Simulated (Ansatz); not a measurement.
Base system: Be3N2 (space group R3m, No. 160; a = 2.835 Å, c = 14.557 Å (hexagonal axes); a cell from a computed database, its experimental status unchecked).

Levels (all Ansatz, a program for electronic structure, PAW): PBEsol (420 eV, without spin-orbit coupling); r2SCAN (500 eV, no SOC); HSE06 (420 eV, no SOC).

One geometry, relaxed with PBEsol, under each level:

```json
[
 {"level": "PBEsol", "band gap": "2.66 eV", "lowest conduction level above the VBM at special points": "F 2.66 eV; H₂ 5.01 eV; H₀ 5.01 eV; S₂ 5.07 eV", "pressure": "0.00 GPa"},
 {"level": "r2SCAN", "band gap": "3.43 eV", "lowest conduction level above the VBM at special points": "F 3.43 eV; H₂ 5.83 eV; H₀ 5.83 eV; S₂ 5.89 eV", "pressure": "0.34 GPa"},
 {"level": "HSE06", "band gap": "4.03 eV", "lowest conduction level above the VBM at special points": "F 4.03 eV; H₂ 6.51 eV; H₀ 6.51 eV; Γ 7.60 eV", "pressure": "–"}
]
```

Single points use the geometry relaxed with PBEsol. Their cutoffs differ, which shifts pressures a little. The hybrid gap comes from the SCF mesh plus the semilocal run's edge points and a few special points and is an upper bound. Whether these cells are dynamically stable was not tested.
